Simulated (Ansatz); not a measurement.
Ansatz (an electronic-structure program) run on SiTe₂ (P2_1/c, 12 atoms in the cell): self-consistent single point.

Method: PBE (plane waves, PAW; Ansatz).

```
SiTe2
1.0
    6.39542     0.00000     0.00000
    0.00000     6.47129     0.00000
   -1.05903     0.00000     6.51705
Si Te
4 8
Cartesian
  1.54070   0.25562   1.35750
  4.32520   3.49126   1.90102
  3.79569   6.21568   5.15955
  1.01119   2.98003   4.61603
  0.08263   2.14653   2.24643
  5.78328   5.38217   1.01210
  5.25376   4.32476   4.27062
 -0.44689   1.08912   5.50495
  2.36789   4.89812   3.12297
  3.49801   1.66247   0.13555
  2.96850   1.57317   3.39408
  1.83838   4.80882   6.38150
```

Reference input (self-consistent single point, DFT, PBE, plane waves, default PAW files): basis.ecutwfc = 420 eV; kpoints.mp_grid.grid = 3 3 3; hamiltonian.xc = pbe; hamiltonian.pseudopotentials = {kind: paw}, with the files named one by one; scf.occupations.method = methfessel_paxton; scf.occupations.width = 0.1 eV. This run's input differs from it in these lines:

Ansatz 0.2 input:
```diff
@@ -22,3 +22,3 @@
 kpoints:
-  mp_grid: { grid: [3, 3, 3] }
+  mp_grid: { grid: [8, 8, 8] }
 hamiltonian:
```

The program printed (abridged):

```
SCF iter   1: F=—  HF=-58375.353564 eV  |F-HF|=—  |Δ(HF+E_count)|=         —  Δρ=3.98e-3  dr2=1.13e-1  ethr=1.77e-3  ⟨swp⟩=7.4  Hψ=62693  notcnv=0  defer=180
all-band conjugate gradients solve this SCF's bands
preconditioner: auto → Kerker (q_TF=auto, 2.457 Å⁻¹)
SCF iter   2: F=—  HF=-58375.337260 eV  |F-HF|=—  |Δ(HF+E_count)|=   1.63e-2  S|Δr|=    0.00e0  Δρ=2.36e-3  dr2=4.28e-2  ethr=7.87e-5  ⟨swp⟩=1.2  Hψ=17219  notcnv=0  defer=222
   [... lines left out ...]
SCF iter   6: F=—  HF=-58375.330184 eV  |F-HF|=—  |Δ(HF+E_count)|=   3.92e-5  S|Δr|=    0.00e0  Δρ=2.84e-5  dr2=4.56e-6  ethr=3.10e-8  ⟨swp⟩=2.1  Hψ=19563  notcnv=0  defer=222
SCF iter   7: F=—  HF=-58375.330186 eV  |F-HF|=—  |Δ(HF+E_count)|=   2.95e-6  S|Δr|=    0.00e0  Δρ=1.11e-5  dr2=6.33e-7  ethr=3.17e-9  ⟨swp⟩=2.0  Hψ=18984  notcnv=0  defer=222
SCF iter   8: F=-58375.330187 eV  HF=-58375.330187 eV  |F-HF|=1.02e-8  |Δ(HF+E_count)|=   1.36e-7  S|Δr|=    0.00e0  Δρ=3.87e-6  dr2=6.73e-8  ethr=6.94e-11  ⟨swp⟩=11.7  Hψ=70063  notcnv=0
SCF 1 converged in 8 iterations: F = -58375.330187 eV  dr2 = 6.73e-8
Stability not checked (fill_not_monotonic)
Free energy (F): -58375.330187 eV
Internal energy: -58375.332027 eV  (E = F + TS)
E sigma→0 (E₀):  -58375.330647 eV
Entropy (-TS):   0.001841 eV (0.153 meV/atom)
Fermi energy:    12.190491 eV
--- Forces (eV/Å), atoms counted from 1 ---
  atom   1  Si     0.81442134    -0.26610776    -0.13980449
  atom   2  Si    -0.81442134    -0.26610776     0.13980449
  atom   3  Si    -0.81442134     0.26610776     0.13980449
  atom   4  Si     0.81442134     0.26610776    -0.13980449
   [... lines left out ...]
  atom  12  Te    -0.85238003    -0.06723205    -0.16934708
--- Stress (GPa, compression-positive) ---
       18.317281      -0.000000       3.418183
       -0.000000      17.584280      -0.000000
        3.418183      -0.000000      15.792634
  P = ⅓ Tr σ = 17.2314 GPa (172.314 kbar)
  The stress holds the Pulay correction. Without it, at fixed plane waves, as pw.x and ABINIT print it: P = 17.1956 GPa
```

The run converged in 8 iterations. Against the reference run the free energy rises by 1.0 meV/atom, the pressure goes from 17.44 to 17.23 GPa and the largest force goes from 1.006 to 0.872 eV/Å.

The starting cell was generated: these elements placed on a structure prototype, without a prior relaxation; it need not be a known phase or ordering of this composition. With a pressure of about 17 GPa the cell is away from its equilibrium volume at this level. Ansatz's pressure includes its estimate of the finite-basis (Pulay) stress. The run gives no clean gap (levels at the Fermi energy touch, overlap or are partly filled at this smearing), which alone does not show that the compound is a metal.

Cost on one core of a shared machine: roughly 4 min.
